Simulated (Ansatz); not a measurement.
**BN under a change: pressure 2.1 GPa**

Start from BN in the h-BN type structure (space group P6_3/mmc, No. 194; a = 2.4997 Å, c = 6.5253 Å; layered, stacked along the Cartesian z axis).

Now apply this change: a hydrostatic pressure of 2.1 GPa.

Level of theory: r2SCAN+rVV10 (Ansatz, a first-principles code), spin-orbit coupling left out, earlier PAW set. Γ-centred 15×15×5 mesh, Fermi–Dirac width 0.05 eV.

| quantity | base | changed | shift |
|---|---|---|---|
| volume per atom | 8.83 Å³ | 8.42 Å³ | -0.41 Å³ |
| lattice parameter a | 4.724 bohr | 4.716 bohr | -0.008 bohr |
| c/a ratio | 2.610 | 2.502 | -0.108 |
| shortest interatomic distance | 2.727 bohr | 2.723 bohr | -0.0047 bohr |
| enthalpy H = E + PV relative to the base's energy | – | +0.11 eV/atom | – |
| band gap | 4.74 eV | 4.67 eV | -0.07 eV |
| smallest direct gap | 5.18 eV | 5.05 eV | -0.13 eV |
| width of the top valence band | 3.33 eV | 3.62 eV | +0.295 eV |

Final structure:

```
CELL_PARAMETERS angstrom
      2.49544     0.00000     0.00000
     -1.24772     2.16112     0.00000
      0.00000     0.00000     6.24438
ATOMIC_POSITIONS crystal
  B  0.33333 0.66667 0.25000
  B  0.66667 0.33333 0.75000
  N  0.33333 0.66667 0.75000
  N  0.66667 0.33333 0.25000
```

Load acts through the strain it causes; cell and atoms are relaxed under it. Whether these cells are dynamically stable was not tested.
